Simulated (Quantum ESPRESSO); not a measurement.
**How a calculation on LiCdPO4 (Pnma, 28 atoms in the cell) responds to its settings**

LiCdPO$_{4}$ is taken in the orthorhombic space group Pnma (No. 62), Pearson symbol oP28. Lattice parameters: a = 10.9332 Å, b = 6.3752 Å, c = 4.8635 Å, α = 90.00°, β = 90.00°, γ = 90.00°. Li on 4b is coordinated by 4 O at 2.131–2.150 Å and 2 O at 2.348 Å. Cd on 4c is coordinated by 6 O at 2.263–2.411 Å. P on 4c is coordinated by 4 O at 1.537–1.576 Å (tetrahedral). O1 on 8d is coordinated by 1 P at 1.576 Å and 1 Li at 2.150 Å and 1 Cd at 2.263 Å and 1 Cd at 2.401 Å. O2 on 4c is surrounded by 1 P at 1.537 Å and 2 Li at 2.348 Å and 1 Cd at 2.411 Å. O3 on 4c sees 1 P at 1.559 Å and 2 Li at 2.131 Å and 1 Cd at 2.295 Å. (Neighbours: up to the widest gap in distance over summed covalent radii, below 1.35, at either atom; cation-cation and far metal-metal contacts left out.)

Base run A: PBEsol, GBRV 1.5 ultrasoft (PBESOL) pseudopotentials (Quantum ESPRESSO), self-consistent single point.

Its settings: ecutwfc = 40 Ry; ecutrho = 200 Ry; occupations = smearing; smearing = fermi-dirac; degauss = 0.0036749 Ry; K_POINTS = automatic 2 3 5 0 0 0; conv_thr = 1e-10 Ry.

The starting cell comes from a database of computed structures (which also holds hypothetical and non-ambient phases and stackings), without a prior relaxation at this level. In the base run, with a pressure of about -4 GPa the cell is away from its equilibrium volume at this level.

Run A gave: pressure (GPa) -3.81; largest force (eV/Å) 0.099; gap on the mesh (eV) 3.100.

Runs:
- B: pseudopotentials: {Li: li_pbesol_v1.4.uspp.F.UPF, Cd: cd_pbesol_v1.uspp.F.UPF, P: p_pbesol_v1.5.uspp.F.UPF, O: o_pbesol_v1.2.uspp.F.UPF} → {Li: li_lda_v1.4.uspp.F.UPF, Cd: cd_lda_v1.uspp.F.UPF, P: p_lda_v1.5.uspp.F.UPF, O: o_lda_v1.2.uspp.F.UPF} [LDA (PZ)]
- C: pseudopotentials: {Li: li_pbesol_v1.4.uspp.F.UPF, Cd: cd_pbesol_v1.uspp.F.UPF, P: p_pbesol_v1.5.uspp.F.UPF, O: o_pbesol_v1.2.uspp.F.UPF} → {Li: li_pbe_v1.4.uspp.F.UPF, Cd: cd_pbe_v1.uspp.F.UPF, P: p_pbe_v1.5.uspp.F.UPF, O: o_pbe_v1.2.uspp.F.UPF}; input_dft: default → blyp [BLYP]
- D: pseudopotentials: {Li: li_pbesol_v1.4.uspp.F.UPF, Cd: cd_pbesol_v1.uspp.F.UPF, P: p_pbesol_v1.5.uspp.F.UPF, O: o_pbesol_v1.2.uspp.F.UPF} → {Li: li_pbe_v1.4.uspp.F.UPF, Cd: cd_pbe_v1.uspp.F.UPF, P: p_pbe_v1.5.uspp.F.UPF, O: o_pbe_v1.2.uspp.F.UPF}; input_dft: default → wc [Wu-Cohen GGA]
- E: pseudopotentials: {Li: li_pbesol_v1.4.uspp.F.UPF, Cd: cd_pbesol_v1.uspp.F.UPF, P: p_pbesol_v1.5.uspp.F.UPF, O: o_pbesol_v1.2.uspp.F.UPF} → {Li: li_pbe_v1.4.uspp.F.UPF, Cd: cd_pbe_v1.uspp.F.UPF, P: p_pbe_v1.5.uspp.F.UPF, O: o_pbe_v1.2.uspp.F.UPF}; input_dft: default → vdw-df2 [vdW-DF2]
- F: pseudopotentials: {Li: li_pbesol_v1.4.uspp.F.UPF, Cd: cd_pbesol_v1.uspp.F.UPF, P: p_pbesol_v1.5.uspp.F.UPF, O: o_pbesol_v1.2.uspp.F.UPF} → {Li: li_pbe_v1.4.uspp.F.UPF, Cd: cd_pbe_v1.uspp.F.UPF, P: p_pbe_v1.5.uspp.F.UPF, O: o_pbe_v1.2.uspp.F.UPF}; input_dft: default → vdw-df-cx [vdW-DF-cx]
- G: pseudopotentials: {Li: li_pbesol_v1.4.uspp.F.UPF, Cd: cd_pbesol_v1.uspp.F.UPF, P: p_pbesol_v1.5.uspp.F.UPF, O: o_pbesol_v1.2.uspp.F.UPF} → {Li: li_pbe_v1.4.uspp.F.UPF, Cd: cd_pbe_v1.uspp.F.UPF, P: p_pbe_v1.5.uspp.F.UPF, O: o_pbe_v1.2.uspp.F.UPF}; input_dft: default → rvv10 [rVV10]

**Question.** What does run G change against A?

**Answer.** The pressure goes from -3.81 to 0.41 GPa, the largest force goes from 0.099 to 0.470 eV/Å and the gap on the mesh goes from 3.100 to 3.026 eV.

**Question.** What does run C change against A?

**Answer.** The pressure goes from -3.81 to 3.31 GPa, the largest force goes from 0.099 to 0.296 eV/Å and the gap on the mesh goes from 3.100 to 3.249 eV.

**Question.** What does run E change against A?

**Answer.** The pressure goes from -3.81 to 4.16 GPa, the largest force goes from 0.099 to 0.518 eV/Å and the gap on the mesh goes from 3.100 to 3.174 eV.

| run | pressure (GPa) | largest force (eV/Å) | gap on the mesh (eV) |
|---|---|---|---|
| A | -3.81 | 0.099 | 3.100 |
| B | -8.34 | 0.351 | 3.023 |
| C | 3.31 | 0.296 | 3.249 |
| D | -3.11 | 0.149 | 3.074 |
| E | 4.16 | 0.518 | 3.174 |
| F | -2.43 | 0.194 | 3.163 |
| G | 0.41 | 0.470 | 3.026 |

Left out of this page: 3 runs of the series held back from this collection.
